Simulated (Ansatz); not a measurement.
An Ansatz (a program for electronic structure) input (PBEsol, PAW, 420 eV (Ansatz; no spin-orbit coupling)):

Ansatz 0.2 input:
```yaml
crystal:
  lattice:
    - [-1.6694891083, 1.6694891083, 1.6694891083]
    - [1.6694891083, -1.6694891083, 1.6694891083]
    - [1.6694891083, 1.6694891083, -1.6694891083]
  atoms:
    - { symbol: Nb, position: [0, 0, 0] }
basis: { ecutwfc: 420, ecutrho_ratio: 4, xc_grid: 2, fft_grid_basis: typed }
kpoints: { mp_grid: { grid: [20, 20, 20] } }
hamiltonian:
  xc: pbesol
  dispersion: none
  pseudopotentials: { kind: paw }
scf: { occupations: { method: fermi_dirac, width: 0.05 }, convergence: { dr2_threshold: 0.0000000001 } }
relax: { f_tol: 0.005, max_steps: 50 }
output: { forces: true, stress: true }
checkpoint: { write: state.ck, write_every: 1000 }
```

Question: Which symmetry and how many k-points will the program report, and about how many plane waves at Γ?

Answer: Space group Im-3m (ITA 229) with 48 operations, k-points 256 of 8000, and 369 plane waves at Γ.

Question: And the final pressure?

Answer: -9.98 GPa (compression positive).

The cells carry an imposed strain or load. Whether these cells are dynamically stable was not tested. All final runs are without spin polarisation. The cell was made from Nb in the bcc (W type) structure (space group Im-3m, No. 229) by this change: isotropic strain +2.07 %.
